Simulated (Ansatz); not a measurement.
Functionals compared on the (213) surface of beta tin in its 1x1 cell, outermost plane spacing 0.25 Å in the ideal cut, in Ansatz (plane waves, PAW). The structure was relaxed with PBE; the other rows are single points on it. Cutoff 420 eV (500 eV for r2SCAN).

Slab: 22 atoms, 10.2 Å thick at the start (thin: gaps and levels are the slab's own); k 9x3x1, smearing 0.1 eV, dipole-corrected; all atoms relaxed; start symmetry kept, larger cells not searched; no spin, no spin-orbit, no U. These notes are the PBE run's.

| functional | work function of the top face (eV) | rough cost of the single point |
|---|---|---|
| PBE | 4.11 | – |
| LDA | 4.38 | around 10 core-minutes (rough) |
| PBEsol | [?] | about 10 core-minutes (a rough figure) |
| RPBE | 4.00 | around 11 core-minutes (rough) |
| r2SCAN | 4.26 | very roughly 21 core-minutes |

Task: What belongs in the gaps?

Result: 
- PBEsol, work function of the top face (eV): 4.19

Ansatz is a first-principles code.
